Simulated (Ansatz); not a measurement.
The parent structure is MgO in the rock salt structure (space group Fm-3m, No. 225).

```
MgO
1.0
    0.00000     2.10744     2.10744
    2.10744     0.00000     2.10744
    2.10744     2.10744     0.00000
O Mg
1 1
Cartesian
  0.00000   0.00000   0.00000
  2.10744   2.10744   2.10744
```

Cartesian axes are those of the cell as printed.

Calculations: Ansatz (an electronic-structure program), PBEsol, PAW, cutoff 420 eV, scalar-relativistic without spin-orbit coupling, earlier PAW set.

Base values:

| Quantity | Result |
|---|---|
| Pressure | 0.00 GPa |
| Gap character | direct at Γ |

The change: uniaxial strain ε_yy = +0.35 %, all other strain components held at zero; the atoms relax in the strained cell.

Q: Estimate the effect on the pressure.

A: The pressure (mean of the normal stresses, compression positive) goes from zero to -0.54 GPa.

Q: Estimate the effect on the gap character.

A: The gap character remains direct at Γ.

Q: How does this affect the energy relative to the base?

A: The energy is nearly the same.

Stability against distortions was not tested. Labels are those of the standard path for the cell's own space group.
